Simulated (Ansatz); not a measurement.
GaN under load (space group P6_3mc), r2SCAN with spin-orbit coupling, rigid bands (Ansatz, a quantum-chemistry and plane-wave program). Condition of this run: hydrostatic pressure of 16 GPa (compression positive) (the target of the relaxation). Band gap 2.85 eV, N_c = 2.64e18 cm⁻³ and N_v = 8.36e19 cm⁻³ at 300 K, conductivity masses along z (a = (3.11, 0.00, 0.00) Å; b = (-1.55, 2.69, 0.00) Å; c = (0.00, 0.00, 5.06) Å) of 0.208 mₑ (electrons) and 1.76 mₑ (holes). Take k_BT = 0.02585 eV.

**Question.** What built-in voltage has an abrupt junction with N_A = 1e16 and N_D = 1e17 cm⁻³, all dopants ionised?

**Answer.** V_bi = E_g/e − (k_BT/e) ln(N_c N_v/(N_A N_D)) = 2.85 − 0.02585 × 12.30 = 2.53 V, for the computed gap.

**Question.** A film of it is 3 nm thick, with its normal along the direction named. Estimate the confinement energies in an infinite well.

**Answer.** ħ²π²/(2m t²) = 0.376 eV·nm²/(m/mₑ × t²) gives 201 meV for electrons and 23.7 meV for holes, so the gap would widen to about 3.07 eV. Finite barriers and nonparabolic bands lower this, and with several valleys or bands the heaviest mass along the normal sets the lowest level, not this average.

**Question.** What thermal injection velocity √(2k_BT/πm) limits a ballistic channel along the direction named?

**Answer.** 1.18e7 cm/s for electrons and 4.06e6 cm/s for holes, a ratio of √(m_h/m_e) = 2.91, for dilute carriers.

Rigid bands with the computed gap; masses take one relaxation time for all states. Geometry: cell and atoms relaxed with PBEsol.
